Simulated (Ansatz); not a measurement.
Base system: Pb in the fcc (Cu type) structure (space group Fm-3m, No. 225; a = 4.934 Å; relaxed with 0.1 eV smearing). Axes: x, y, z lie along the cube axes.

Structures relaxed with PBEsol (Ansatz, a program for electronic structure; PAW; 420 eV plane waves; no spin-orbit coupling).

Base:

Simulated powder pattern, Cu Kα1, λ = 1.54056 Å (kinematic, ideal powder, no thermal factors, no anomalous dispersion; the 10 strongest lines at most, above 2 %, up to 2θ = 90°):

| 2θ (°) | I/Imax (%) | hkl |
|---|---|---|
| 31.38 | 100 | (111) |
| 36.39 | 51 | (200) |
| 52.41 | 37 | (220) |
| 62.36 | 44 | (311) |
| 65.47 | 13 | (222) |
| 77.28 | 6.1 | (400) |
| 85.76 | 19 | (331) |
| 88.56 | 18 | (420) |

After one change:

Simulated powder pattern, Cu Kα1, λ = 1.54056 Å (kinematic, ideal powder, no thermal factors, no anomalous dispersion; the 10 strongest lines at most, above 2 %, up to 2θ = 90°):

| 2θ (°) | I/Imax (%) |
|---|---|
| 31.26 | 34 |
| 31.48 | 100 |
| 36.45 | 68 |
| 52.35 | 25 |
| 52.64 | 24 |
| 62.24 | 15 |
| 62.51 | 30 |
| 62.64 | 15 |
| 65.72 | 13 |
| 86.20 | 13 |

Which change produced these results?
A. biaxial strain −0.42 %, plane normal [111], relaxed out of plane
B. biaxial strain −0.83 %, plane normal [111], relaxed out of plane
C. biaxial strain +0.42 %, plane normal [111], relaxed out of plane
D. biaxial strain +2.50 %, plane normal [111], relaxed out of plane

A, biaxial strain −0.42 %, plane normal [111], relaxed out of plane. Its volume per atom is 29.89 Å³ against 30.03 Å³, and its space group is R-3m (No. 166).

No phonon test of stability was made.
